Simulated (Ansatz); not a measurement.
Start from Ag in the fcc (Cu type) structure (space group Fm-3m, No. 225; a = 4.1043 Å; relaxed with 0.1 eV smearing).

Structures relaxed with r2SCAN (Ansatz, a program for electronic structure, PAW, scalar-relativistic without spin-orbit coupling).

Base:

Simulated powder pattern, Cu Kα, λ = 1.54184 Å (kinematic, ideal powder, no thermal factors, no anomalous dispersion; the 8 strongest lines at most, above 2 %, up to 2θ = 90°):

```
2θ (°)  I/Imax (%)    hkl
------  ----------  -----
37.97          100  (111)
44.13           48  (200)
64.18           30  (220)
77.07           35  (311)
81.18           10  (222)
```

After one change:

Simulated powder pattern, Cu Kα, λ = 1.54184 Å (kinematic, ideal powder, no thermal factors, no anomalous dispersion; the 8 strongest lines at most, above 2 %, up to 2θ = 90°):

```
2θ (°)  I/Imax (%)
------  ----------
37.39          100
43.45           48
63.12           30
75.72           35
79.74           10
```

Which change produced these results?
(A) isotropic strain +1.50 %
(B) isotropic strain +0.50 %
(C) isotropic strain +2.50 %
(D) isotropic strain +3.00 %

A, isotropic strain +1.50 %. Its volume per atom is 18.07 Å³ against 17.28 Å³, and its space group is Fm-3m (No. 225).

Stability against distortions was not tested.
